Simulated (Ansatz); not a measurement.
An Ansatz (a quantum-chemistry and plane-wave program) run: SnSe2 with a change (uniaxial strain ε_xx = +0.50 %); PBEsol-D3(BJ), PAW, 420 eV (Ansatz; no spin-orbit coupling).

Input:

Ansatz 0.2 input:
```yaml
crystal:
  lattice:
    - [3.8126102699, 0, 0]
    - [-1.906305135, 3.2853903965, 0]
    - [0, 0, 5.7438173649]
  atoms:
    - { symbol: Sn, position: [0, 0, 0] }
    - { symbol: Se, position: [0.3333333333, 0.6666666667, 0.2760226649] }
    - { symbol: Se, position: [0.6666666667, 0.3333333333, 0.7239773351] }
basis: { ecutwfc: 420, ecutrho_ratio: 4, xc_grid: 2, fft_grid_basis: typed }
kpoints: { mp_grid: { grid: [10, 10, 6] } }
hamiltonian:
  xc: pbesol
  dispersion: d3bj
  pseudopotentials: { kind: paw }
scf: { occupations: { method: fermi_dirac, width: 0.05 }, convergence: { dr2_threshold: 0.0000000003 } }
relax: { f_tol: 0.005, max_steps: 50 }
output: { forces: true, stress: true }
checkpoint: { write: state.ck, write_every: 1000 }
```

Output (explanatory and most iteration lines left out):

```
Relaxation: its limit of steps is 50 (relax.max_steps)
Pseudopotential: Sn, paw, valence charge 14
Pseudopotential: Se, paw, valence charge 16
Crystal: 3 atoms, lattice volume = 71.947 Å³
Basis set: ecut = 420 eV, 1419 PW (Γ), exchange–correlation on 54×54×80 points (8 copies of the dense FFT grid, shifted against one another)
Bands: 28, of which v1, the nominal top of the filled ones, is band 23 counted from 1 (22 counted from 0)
Symmetry: 4 space group operations
Space group: C2/m (ITA 12), of the structure as read, at distance tolerance 4.2e-5 Å
k-points: 172 of 600
Functional: x = pbesol(κ = 0.804, μ = 0.12345679012345678), c = pbesol(β = 0.046)
SCF iter   1: F=—  HF=-16800.249855 eV  |F-HF|=—  |Δ(HF+E_count)|=         —  Δρ=2.17e-3  dr2=2.82e-3  ethr=1.77e-3  ⟨swp⟩=6.5  Hψ=21259  notcnv=0
SCF iter   2: F=—  HF=-16800.247087 eV  |F-HF|=—  |Δ(HF+E_count)|=   2.77e-3  Δρ=1.27e-3  dr2=1.05e-3  ethr=6.13e-6  ⟨swp⟩=3.0  Hψ=10828  notcnv=0  defer=21
SCF 1 converged in 9 iterations: F = -16800.246938 eV  dr2 = 5.39e-11
relax step   1: F+E_penalty+E_count = -16800.24693807 eV  Δ(F+E_penalty+E_count) = +0.000e0 eV  max|allowed force component| = 2.313e-2 eV/Å  Δτ_max = 0.0000 Å  (9 SCF iters, accepted)
Crystal: 3 atoms, lattice volume = 71.947 Å³
SCF iter   1: F=—  HF=-16800.246858 eV  |F-HF|=—  |Δ(HF+E_count)|=         —  Δρ=5.21e-4  dr2=2.01e-4  ethr=4.47e-7  ⟨swp⟩=2.0  Hψ=15347  notcnv=0  defer=59
SCF iter   2: F=—  HF=-16800.246815 eV  |F-HF|=—  |Δ(HF+E_count)|=   4.33e-5  Δρ=2.85e-4  dr2=6.84e-5  ethr=4.36e-7  ⟨swp⟩=1.1  Hψ=4764  notcnv=0  defer=59
SCF 2 converged in 9 iterations: F = -16800.246788 eV  dr2 = 2.24e-11
relax step   2: F+E_penalty+E_count = -16800.24678805 eV  Δ(F+E_penalty+E_count) = +1.500e-4 eV  max|allowed force component| = 4.462e-2 eV/Å  Δτ_max = 0.0076 Å  (9 SCF iters, rejected (line search))
Crystal: 3 atoms, lattice volume = 71.947 Å³
SCF iter   1: F=—  HF=-16800.247037 eV  |F-HF|=—  |Δ(HF+E_count)|=         —  Δρ=3.37e-4  dr2=8.48e-5  ethr=1.80e-6  ⟨swp⟩=2.4  Hψ=9833  notcnv=0  defer=60
SCF iter   2: F=—  HF=-16800.247013 eV  |F-HF|=—  |Δ(HF+E_count)|=   2.43e-5  Δρ=1.83e-4  dr2=2.88e-5  ethr=1.84e-7  ⟨swp⟩=1.0  Hψ=6194  notcnv=0  defer=58
SCF 3 converged in 8 iterations: F = -16800.247005 eV  dr2 = 2.39e-10
relax step   3: F+E_penalty+E_count = -16800.24700473 eV  Δ(F+E_penalty+E_count) = -6.667e-5 eV  max|allowed force component| = 9.921e-4 eV/Å  Δτ_max = 0.0028 Å  (8 SCF iters, accepted)
SCF converged after 8 iterations
Free energy (F): -16800.247005 eV
Internal energy: -16800.244847 eV  (E = F + TS)
E sigma→0 (E₀):  -16800.245926 eV
Entropy (-TS):   -0.002158 eV (-0.719 meV/atom)
Fermi energy:    9.520589 eV
  E_disp       = -1.061645  (pairwise vdW)
--- Forces (eV/Å), atoms counted from 1 ---
  atom   1  Sn     0.00000000     0.00000000     0.00000000
  atom   2  Se    -0.00000000     0.00099212     0.00009417
  atom   3  Se     0.00000000    -0.00099212    -0.00009417
--- Stress (GPa, compression-positive) ---
       -0.546634      -0.000000      -0.000000
       -0.000000      -0.179066       0.023122
       -0.000000       0.023122      -0.148655
  P = ⅓ Tr σ = -0.2915 GPa (-2.915 kbar)
--- Relaxed structure (3 steps of the walk, 2 accepted, 0 SCFs on fresh bases) ---
  atoms:
    - { symbol: Sn, position: [0.0, 0.0, 0.0] }
    - { symbol: Se, position: [0.3335062143381235, 0.6670124286762471, 0.27558646365727796] }
    - { symbol: Se, position: [0.6664937856618764, 0.3329875713237528, 0.724413536342722] }
```

Stability against distortions was not tested. The final runs are not spin-polarised. The cell was made from SnSe2 in the CdI2 type structure (space group P-3m1, No. 164; layered, stacked along the Cartesian z axis) by this change: uniaxial strain ε_xx = +0.50 %.
